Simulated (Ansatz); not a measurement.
Consider Mo3Te4 (space group R-3, No. 148; a = 10.1062 Å, c = 11.7270 Å (hexagonal axes)).

The values are results of PBEsol in Ansatz (plane waves to 420 eV, PAW, spin-orbit coupling left out), not measurements.

One change was made to it. Results:

| quantity | base | after |
|---|---|---|
| c/a ratio | 1.160 | 1.151 |
| lattice parameter a | 10.106 Å | 9.850 Å |

### Question
What was done to the base?
(A) pressure 1.5 GPa
(B) pressure 0.7 GPa
(C) pressure 5 GPa
(D) pressure −1 GPa

### Answer
C, pressure 5 GPa. For comparison, the lattice parameter a in the other runs: pressure −1 GPa gives 10.186 Å; pressure 0.7 GPa gives 10.059 Å; pressure 1.5 GPa gives 10.011 Å.

Load acts through the strain it causes; cell and atoms are relaxed under it. Whether these cells are dynamically stable was not tested. Competing high-pressure phases were not computed. The final runs are not spin-polarised.

Ansatz is a first-principles code.
